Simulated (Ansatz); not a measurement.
Defect migration in corundum: O vacancy, neutral cell. All values below come from PBE, PAW (plane waves to 420 eV; Ansatz, an electronic-structure program).

Settings: 120 host sites, the relaxed PBE lattice, the Γ point alone, smearing 0.01 eV, spin-restricted, no image-charge correction. No zero-point or tunnelling terms. The charge state is imposed; whether it is stable for some Fermi level was not computed. Forms of the defect that were not tried may lie lower.

Barriers: single points on a 2×2×2 k-point mesh shifted by half a step along c at the bands' geometries (they differ from the bands' own by up to 0.29 eV, and are uncertain by about as much).

Relaxed starting cell (atoms counted from 1):

```
CELL_PARAMETERS angstrom
      9.61750     0.00000     0.00000
     -4.80875     8.32900     0.00000
      0.00000     0.00000    13.12510
ATOMIC_POSITIONS crystal
  Al 0.99949 0.00002 0.35233
  Al 0.00031 0.50262 0.35246
  Al 0.50104 0.99985 0.35308
  Al 0.49929 0.49986 0.35230
  Al 0.33230 0.15794 0.18946
  Al 0.33235 0.66624 0.18546
  Al 0.83337 0.16681 0.18549
  Al 0.83232 0.66630 0.18565
  Al 0.16588 0.33346 0.31472
  Al 0.17427 0.84179 0.31088
  Al 0.66601 0.33353 0.31487
  Al 0.66642 0.83294 0.31485
  Al 0.33304 0.16700 0.48139
  Al 0.33293 0.66646 0.48148
  Al 0.83332 0.16727 0.48140
  Al 0.83360 0.66703 0.48108
  O  0.34602 0.49973 0.25014
  O  0.84560 0.99987 0.25016
  O  0.84619 0.50003 0.25020
  O  0.15174 0.15245 0.25046
  O  0.15332 0.65419 0.24984
  O  0.65027 0.15185 0.25028
  O  0.65180 0.65241 0.25018
  O  0.31931 0.33365 0.41695
  O  0.32061 0.83456 0.41683
  O  0.81924 0.33360 0.41667
  O  0.81932 0.83341 0.41682
  O  0.16624 0.48690 0.41676
  O  0.16689 0.98772 0.41663
  O  0.66607 0.48636 0.41697
  O  0.66686 0.98660 0.41692
  O  0.01306 0.18039 0.41690
  O  0.01394 0.68167 0.41683
  O  0.51229 0.17952 0.41610
  O  0.51309 0.68052 0.41662
  O  0.99926 0.34734 0.25016
  O  0.99915 0.84729 0.24991
  O  0.49898 0.34554 0.25052
  O  0.49831 0.84789 0.25005
  Al 0.33275 0.16640 0.68559
  Al 0.33293 0.66669 0.68568
  Al 0.83285 0.16656 0.68571
  Al 0.83302 0.66670 0.68557
  Al 0.16626 0.33342 0.51899
  Al 0.16575 0.83314 0.51784
  Al 0.66672 0.33387 0.51917
  Al 0.66653 0.83340 0.51921
  Al 0.99966 0.00001 0.64800
  Al 0.99985 0.50025 0.64797
  Al 0.49932 0.99994 0.64793
  Al 0.49963 0.49997 0.64804
  Al 0.16620 0.33305 0.81473
  Al 0.16621 0.83333 0.81471
  Al 0.66612 0.33305 0.81465
  Al 0.66617 0.83319 0.81460
  O  0.17986 0.16687 0.58358
  O  0.18007 0.66695 0.58333
  O  0.67967 0.16670 0.58333
  O  0.67980 0.66661 0.58347
  O  0.48616 0.31976 0.58338
  O  0.48622 0.81986 0.58351
  O  0.98605 0.31994 0.58349
  O  0.98611 0.82004 0.58341
  O  0.15261 0.99987 0.75017
  O  0.15274 0.49991 0.75018
  O  0.65256 0.99988 0.75018
  O  0.65270 0.49984 0.75016
  O  0.99951 0.15302 0.75019
  O  0.99966 0.65305 0.75019
  O  0.49948 0.15296 0.75011
  O  0.49951 0.65298 0.75019
  O  0.34648 0.34669 0.75015
  O  0.34640 0.84679 0.75025
  O  0.84640 0.34676 0.75016
  O  0.84637 0.84673 0.75015
  O  0.33271 0.01346 0.58331
  O  0.33299 0.51359 0.58350
  O  0.83299 0.01371 0.58357
  O  0.83316 0.51374 0.58355
  Al 0.16644 0.33273 0.01922
  Al 0.16592 0.83276 0.01893
  Al 0.66636 0.33330 0.01884
  Al 0.66596 0.83247 0.01890
  Al 0.99954 0.99974 0.85232
  Al 0.99953 0.49977 0.85228
  Al 0.49925 0.99980 0.85240
  Al 0.49949 0.49950 0.85235
  Al 0.33249 0.16662 0.98247
  Al 0.33273 0.66587 0.98114
  Al 0.83302 0.16635 0.98111
  Al 0.83273 0.66633 0.98136
  Al 0.99934 0.99971 0.14803
  Al 0.99931 0.49990 0.14801
  Al 0.50114 0.99984 0.14715
  Al 0.49756 0.49716 0.14784
  O  0.01307 0.33314 0.91687
  O  0.01289 0.83289 0.91678
  O  0.51299 0.33278 0.91702
  O  0.51286 0.83305 0.91701
  O  0.31930 0.48599 0.91678
  O  0.31913 0.98630 0.91706
  O  0.81928 0.48615 0.91685
  O  0.81916 0.98603 0.91677
  O  0.48591 0.16519 0.08359
  O  0.48553 0.66617 0.08366
  O  0.98581 0.16635 0.08352
  O  0.98556 0.66611 0.08339
  O  0.33216 0.31811 0.08349
  O  0.33265 0.82022 0.08423
  O  0.83244 0.31922 0.08372
  O  0.83257 0.81936 0.08342
  O  0.17907 0.01203 0.08375
  O  0.17959 0.51339 0.08336
  O  0.68018 0.01314 0.08340
  O  0.67923 0.51285 0.08358
  O  0.16596 0.17971 0.91694
  O  0.16628 0.67999 0.91696
  O  0.66622 0.17988 0.91686
  O  0.66601 0.67981 0.91684
```

End state 1 differs by these moves (Å; atoms that move under 0.08 Å are left out):

| atom | element | Δx | Δy | Δz |
|---|---|---|---|---|
| 5 | Al | -0.04 | 0.08 | -0.05 |
| 7 | Al | -0.08 | 0.00 | 0.05 |
| 10 | Al | -0.04 | -0.07 | 0.05 |
| 11 | Al | 0.05 | -0.07 | -0.05 |
| 22 | O | -2.18 | -1.26 | 0.00 |

Problem. Predict the forward and backward barriers to end state 1 from PBE, PAW.

Solution. forward 3.61 eV, backward 3.61 eV; at the saddle point atom 22 has neighbours 2 Al at 1.80, 2 Al at 2.07 Å. The saddle point's order was not checked, and it lies on a symmetry element of the cell, where a band can be held.

End state 2 differs by these moves (Å; atoms that move under 0.08 Å are left out):

```json
[
 {"atom": "1", "element": "Al", "Δx": "0.08", "Δy": "0.00", "Δz": "0.05"},
 {"atom": "5", "element": "Al", "Δx": "-0.03", "Δy": "0.07", "Δz": "-0.05"},
 {"atom": "10", "element": "Al", "Δx": "-0.03", "Δy": "-0.08", "Δz": "0.04"},
 {"atom": "13", "element": "Al", "Δx": "-0.04", "Δy": "-0.07", "Δz": "-0.05"},
 {"atom": "29", "element": "O", "Δx": "1.66", "Δy": "0.10", "Δz": "-2.17"}
]
```

Problem. What forward and backward barriers to end state 2 does PBE, PAW give?

Solution. forward 4.11 eV, backward 4.11 eV; at the saddle point atom 29 has neighbours Al at 1.78, Al at 2.05, Al at 2.09 Å. The saddle point's order was not checked.

End state 3 differs by these moves (Å; atoms that move under 0.08 Å are left out):

```
atom  element     Δx     Δy     Δz
----  -------  -----  -----  -----
3          Al  -0.05  -0.07   0.04
5          Al  -0.04   0.07  -0.05
10         Al  -0.05  -0.07   0.04
14         Al  -0.04   0.07  -0.05
25          O  -0.55   1.36  -2.19
```

Problem. Give the forward and backward barriers to end state 3 at the level PBE, PAW.

Solution. forward 4.68 eV, backward 4.68 eV; at the saddle point atom 25 has neighbours 2 Al at 1.67 Å. The saddle point's order was not checked, and it lies on a symmetry element of the cell, where a band can be held.

End state 4 differs by these moves (Å; atoms that move under 0.08 Å are left out):

```
atom  element     Δx     Δy     Δz
----  -------  -----  -----  -----
5          Al   0.01   0.14   0.00
10         Al  -0.04  -0.08   0.05
11         Al  -0.08  -0.01  -0.05
38          O   0.20  -2.88   0.00
```

Problem. What is the computed forward and backward barriers to end state 4 (PBE, PAW)?

Solution. forward 5.04 eV, backward 5.04 eV; at the saddle point atom 38 has neighbours Al at 1.69, Al at 1.93 Å. The saddle point's order was not checked.
